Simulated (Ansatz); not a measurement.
The starting structures come from a database of crystals and need not be the phases stable at ambient conditions.

The decay constant κ of evanescent states in the gap governs leakage through a thin film.

Data:

```
CELL_PARAMETERS angstrom
      6.86257     0.00000     0.00000
      1.73627     8.43981     0.00000
     -2.83279    -0.82902     6.19539
ATOMIC_POSITIONS crystal
  Sr 0.04270 0.25955 0.95730
  Sr 0.95730 0.74045 0.04270
  Sr 0.70674 0.22314 0.29326
  Sr 0.29326 0.77686 0.70674
  P  0.36087 0.97625 0.16641
  P  0.63913 0.02375 0.83359
  P  0.16641 0.02375 0.36087
  P  0.83359 0.97625 0.63913
  P  0.09638 0.48668 0.39940
  P  0.90362 0.51332 0.60060
  P  0.39940 0.51332 0.09638
  P  0.60060 0.48668 0.90362
  P  0.32798 0.16050 0.67202
  P  0.67202 0.83950 0.32798
  P  0.41476 0.36622 0.58524
  P  0.58524 0.63378 0.41476
```

Space group of this cell: C2/m. The cell is taken as given; by PBEsol its mean pressure is -1.4 GPa.

Transport runs along the normal of the first two printed cell vectors.

The gap is the functional's own, uncorrected, and κ follows it; spin-orbit coupling is left out. Mid-gap values are interpolated between the computed energies.

**Question.** State the band gap and the smallest decay constant κ at mid-gap according to PBEsol in Ansatz (an electronic-structure program).

**Answer.** Gap 0.27 eV on a 6×4×6 mesh; κ = 0.081 1/Å, at (0.500, 0.500) of the in-plane reciprocal vectors. At the zone centre, at the nearest computed energy, the slowest state has κ = 0.09 1/Å.
